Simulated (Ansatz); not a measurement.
We consider Al₂Cu (I4/mcm, No. 140), described by PBEsol-D3(BJ) (PAW; Ansatz, a first-principles code).

Run with plane-wave cutoff 520 eV, 14×14×14 k mesh, Fermi–Dirac smearing 0.05 eV, no spin polarisation, scalar-relativistic PAW data made under PBE.

Cell (relaxed at this level):

```
CELL_PARAMETERS angstrom
     -2.96050     2.96050     2.37848
      2.96050    -2.96050     2.37848
      2.96050     2.96050    -2.37848
ATOMIC_POSITIONS crystal
  Al 0.65876 0.15876 0.81752
  Al 0.15876 0.34124 0.50000
  Al 0.84124 0.65876 0.50000
  Al 0.34124 0.84124 0.18248
  Cu 0.75000 0.75000 0.00000
  Cu 0.25000 0.25000 0.00000
```

Task: Estimate the bulk modulus B0 and pressure derivative B′ of the bulk modulus that the calculation returns.

Result: 
- bulk modulus B0 = 120 GPa
- pressure derivative B′ of the bulk modulus = 4.5

The run finds no gap.

Note: the volume lies 6 % below that of the published cell; the bulk modulus comes from volumes at which shape and atoms were relaxed.

It cost very roughly 9 core-minutes of CPU time.
